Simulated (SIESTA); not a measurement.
Band structure of Zr₅Sb₃S (P6_3/mcm, 18 atoms in the cell).

```
CELL_PARAMETERS angstrom
      8.45613     0.00000     0.00000
     -4.22806     7.32322     0.00000
      0.00000     0.00000     6.10069
ATOMIC_POSITIONS crystal
  Zr 0.33333 0.66667 0.50000
  Zr 0.66667 0.33333 0.50000
  Zr 0.66667 0.33333 0.00000
  Zr 0.33333 0.66667 0.00000
  Zr 0.75013 0.00000 0.25000
  Zr 0.24987 0.00000 0.75000
  Zr 0.75013 0.75013 0.75000
  Zr 0.24987 0.24987 0.25000
  Zr 0.00000 0.75013 0.25000
  Zr 0.00000 0.24987 0.75000
  Sb 0.39854 0.00000 0.25000
  Sb 0.60146 0.00000 0.75000
  Sb 0.39854 0.39854 0.75000
  Sb 0.60146 0.60146 0.25000
  Sb 0.00000 0.39854 0.25000
  Sb 0.00000 0.60146 0.75000
  S  0.00000 0.00000 0.50000
  S  0.00000 0.00000 0.00000
```

Method: LDA PW92, numerical atomic orbitals DZP, PseudoDojo LDA standard norm-conserving potentials (rewritten from UPF to PSML) (SIESTA 5.4.2).

Settings: XC.functional = LDA; XC.authors = PW92; potentials = PseudoDojo LDA standard; PAO.BasisSize = DZP; PAO.EnergyShift = 0.005 Ry; MeshCutoff = 300 Ry; kgrid.MonkhorstPack = 5 5 5; OccupationFunction = MP; OccupationMPOrder = 1; ElectronicTemperature = 0.1 eV; MaxSCFIterations = 150; SCF.Mixer.Method = Broyden; SCF.Mixer.Weight = 0.2; SCF.Mixer.History = 6.

The starting cell comes from a database of computed structures (which also holds hypothetical and non-ambient phases and stackings), without a prior relaxation at this level. Spin-orbit coupling is off. Values carry the incompleteness of an atom-centred basis.

Levels in eV from the Fermi level, bands 108 to 113:
```csv
point,108,109,110,111,112,113
Γ,-1.00,-0.16,-0.16,-0.16,0.44,1.00
M,-1.01,-0.76,-0.47,-0.27,-0.06,0.12
K,-0.74,-0.54,-0.51,-0.51,-0.48,-0.48
A,-0.31,0.07,0.07,0.07,0.07,0.36
L,-0.61,-0.11,-0.11,0.06,0.06,0.39
H,-0.78,0.06,0.06,0.36,0.36,0.36
```

Bands cross the Fermi level along this path, so the cell is metallic at this level.

Higher empty bands are left out: an atom-centred basis made for the valence describes them poorly.
